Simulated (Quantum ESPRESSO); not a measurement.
Input and output of a self-consistent single point for Li (Im-3m, 1 atom in the cell) (Quantum ESPRESSO).

Computed with PBE, PseudoDojo standard norm-conserving (PBE) pseudopotentials (plane waves; Quantum ESPRESSO).

The change in words: lattice scaled by 0.98. Reference geometry:
```xyz
1
Lattice="-1.7450 1.7450 1.7450 1.7450 -1.7450 1.7450 1.7450 1.7450 -1.7450" Properties=species:S:1:pos:R:3 pbc="T T T"
Li     0.0000     0.0000     0.0000
```

Reference input (self-consistent single point, DFT, PBE, plane waves, PseudoDojo standard norm-conserving (PBE) pseudopotentials): ecutwfc = 75 Ry; occupations = smearing; smearing = gaussian; degauss = 0.0099958 Ry; potentials = {Li: Li.upf}; K_POINTS = automatic 11 11 11 0 0 0; conv_thr = 1e-11 Ry. This run's input differs from it in these lines:

```diff
@@ -27,5 +27,5 @@
 CELL_PARAMETERS {angstrom}
-  -1.7450000000     1.7450000000     1.7450000000
-   1.7450000000    -1.7450000000     1.7450000000
-   1.7450000000     1.7450000000    -1.7450000000
+  -1.7101000000     1.7101000000     1.7101000000
+   1.7101000000    -1.7101000000     1.7101000000
+   1.7101000000     1.7101000000    -1.7101000000
```

Log, with long lists cut:

```
     Self-consistent Calculation

     iteration #  1     ecut=    75.00 Ry     beta= 0.70

     Threshold (ethr) on eigenvalues was too large:
     Diagonalizing with lowered threshold

     total energy              =     -14.40882606 Ry
     estimated scf accuracy    <       0.00029944 Ry

     iteration #  2     ecut=    75.00 Ry     beta= 0.70

     total energy              =     -14.40883147 Ry
     estimated scf accuracy    <       0.00001908 Ry

     iteration #  3     ecut=    75.00 Ry     beta= 0.70

     total energy              =     -14.40883234 Ry
     estimated scf accuracy    <       0.00000021 Ry

     iteration #  4     ecut=    75.00 Ry     beta= 0.70

     total energy              =     -14.40883235 Ry
     estimated scf accuracy    <          8.6E-10 Ry

     iteration #  5     ecut=    75.00 Ry     beta= 0.70
     End of self-consistent calculation

     the Fermi energy is     1.0116 ev

!    total energy              =     -14.40883235 Ry
     estimated scf accuracy    <          1.3E-12 Ry
     smearing contrib. (-TS)   =      -0.00029841 Ry
     internal energy E=F+TS    =     -14.40853394 Ry

     convergence has been achieved in   5 iterations

     Forces acting on atoms (cartesian axes, Ry/au):

     atom    1 type  1   force =     0.00000000    0.00000000    0.00000000

     Total force =     0.000000     Total SCF correction =     0.000000

          total   stress  (Ry/bohr**3)                   (kbar)     P=        1.66
   0.00001132  -0.00000000  -0.00000000            1.66       -0.00       -0.00
  -0.00000000   0.00001132   0.00000000           -0.00        1.66        0.00
  -0.00000000   0.00000000   0.00001132           -0.00        0.00        1.66

   JOB DONE.
```

The run converged in 5 iterations. Against the reference run the free energy falls by 1.8 meV/atom and the pressure goes from -0.63 to 0.17 GPa.

The starting cell has typed, rounded lattice constants, without a prior relaxation at this level. For this run, on top of that: lattice scaled by 0.98.
